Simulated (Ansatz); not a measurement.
**HgTe: transverse stress against strain**

HgTe (zinc blende, F-43m, 35.494 Å³/atom at rest, cube axes along x, y and z) under a strain ε along a cube axis (axis z), the other axes held. r2SCAN in Ansatz, a plane-wave DFT program (PAW, default set), 500 eV, 12×12×12 Γ-centred mesh, Fermi-Dirac smearing 0.05 eV; ions are relaxed within the symmetry of each cell. Stress is positive for a compressed cell.

Here s stands for strain and y for stress xx.

```
strain (%)  stress xx (GPa)
----------  ---------------
-3.00                     ?
-1.50                  0.55
-1.00                  0.36
-0.50                  0.18
0.00                   0.00
0.50                  -0.17
1.00                  -0.34
1.50                  -0.50
```

The 7 complete rows are fitted with a straight line, y against s. Means: s 0, y 0.011. About the means, the sum of products is -2.4500 and the sum of squares of s is 7.0000; the slope is their ratio. Least squares gives y = 0.011 - 0.3500·s. Residuals (row less fit): 0.014, -0.001, -0.006, -0.011, -0.006, -0.001, 0.014; standard error 0.011 (degrees of freedom: 5). The slope gives the elastic constant C12 = 35 ± 0.4 GPa.

Q: Predict the withheld y at s = -3.00 from the fit, and compare with the calculation.

A: y = 0.011 - 0.3500 × (-3.0) = 1.061 GPa. The calculation gives 1.17 GPa, 0.109 GPa above the prediction (6.5 % of the range of y in the table). The row lies outside the fitted rows, so this is an extrapolation. From the scatter of the fitted rows alone, a prediction at this place has a standard error of 0.017 GPa, so the miss is 6.4 times that.

One order more, fitted to all 13 runs of the series, follows each within 0.01, so the miss is the next term of a smooth law. This level leaves no gap over 0.05 eV at strain -1.50, -1.00, -0.50, 0.00, 0.50, 1.00, 1.50, where the mesh may be coarse. Rows are the converged runs of the series near zero and its far end; series whose fitted rows scatter by over a few per cent of the range, as at a crossing or softening among them, aren't shown in this form. Most that stay on the fit to the last digits aren't either.
